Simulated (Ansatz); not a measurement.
As2O3 (P2₁/c, No. 14; start mp-1581; cell taken from a computed entry) was calculated with r²SCAN-D4 (plane waves, PAW; Ansatz, an electronic-structure program).

Run with plane-wave cutoff 500 eV, 6×10×6 k mesh (along the axes of the cell as run), gaussian smearing 0.02 eV, scalar-relativistic PAW data made under PBE.

Cell (relaxed at this level):

```cif
data_As8O12
_chemical_formula_sum 'As8 O12'
_space_group_name_H-M_alt 'P21/c'
_space_group_IT_number 14
_space_group_name_Hall '-P 2ybc'
_cell_length_a 7.98374
_cell_length_b 4.58412
_cell_length_c 10.83085
_cell_angle_alpha 90.000
_cell_angle_beta 124.745
_cell_angle_gamma 90.000
loop_
_atom_site_label
_atom_site_type_symbol
_atom_site_symmetry_multiplicity
_atom_site_Wyckoff_symbol
_atom_site_fract_x
_atom_site_fract_y
_atom_site_fract_z
_atom_site_occupancy
As1 As 4 e 0.43901 0.19348 0.12639 1
As2 As 4 e 0.08337 0.67534 0.19870 1
O1 O 4 e 0.66395 0.15937 0.12897 1
O2 O 4 e 0.57275 0.33345 0.31671 1
O3 O 4 e 0.03665 0.05266 0.21148 1
```

Problem. Estimate the band gap that the calculation returns.

Solution. 
band gap: 3.86 eV (on the SCF k mesh)

Note: the relaxation could not lower the start's symmetry, so the cell can be a saddle point above a distorted one.

Spin–orbit coupling is not included.

It cost about 50 core-minutes (a rough figure) of CPU time.

A start named mp-… is a Materials Project structure, which need not be a measured phase.
